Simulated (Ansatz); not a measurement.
# Hf3N4: pressure series

Consider Hf$_{3}$N$_{4}$ (space group I-43d, No. 220; a = 6.734 Å).

Cell and atoms are relaxed at each pressure.

Calculations: PBE (Ansatz, a quantum-chemistry and plane-wave program), spin-orbit coupling left out.

Two rows of this table had their results exchanged by mistake.

```tsv
pressure	volume per atom (Å³)	shortest distance (Å)	band gap
pressure −2 GPa	10.83	2.213	1.05 eV
pressure −1 GPa	10.96	2.213	1.03 eV
pressure 0.3 GPa	10.89	2.213	1.04 eV
pressure 0.7 GPa	10.87	2.213	1.04 eV
pressure 1.5 GPa	11.02	2.213	1.03 eV
pressure 3 GPa	10.76	2.212	1.05 eV
pressure 5 GPa	10.67	2.211	1.07 eV
pressure 7.5 GPa	10.57	2.209	1.09 eV
pressure 10 GPa	10.47	2.207	1.11 eV
```

Task: Which two?

Result: The rows for pressure −2 GPa and pressure 1.5 GPa: the volume has to fall steadily with pressure, so 11.02 Å³ belongs to pressure −2 GPa and 10.83 Å³ to pressure 1.5 GPa.

With Hf present, leaving out spin-orbit coupling can change the band edges. Load acts through the strain it causes; cell and atoms are relaxed under it. Whether these cells are dynamically stable was not tested. Competing high-pressure phases were not computed.
